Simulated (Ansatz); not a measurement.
**Band gap of SnS2 (P6₃mc, No. 186; cell taken from a computed entry) at several levels of theory**

No measured value is used here.

Question: Put these levels in order of the band gap that they give for SnS2 (P6₃mc, No. 186; cell taken from a computed entry), smallest first: HSE06 (Ansatz, an electronic-structure program), PBE0 (Ansatz), dielectric-dependent PBEsol hybrid (Ansatz).

Answer: dielectric-dependent PBEsol hybrid (2.06 eV), HSE06 (2.17 eV), PBE0 (2.86 eV)

Computed values are for a static lattice. Levels without +SOC have no spin–orbit coupling; where heavier elements are present it shifts gaps, mostly down, and can invert bands.  Values are at the PBEsol cell. Ansatz's density-functional and Hartree–Fock values are scalar-relativistic unless marked +SOC, with PAW data made under PBE.
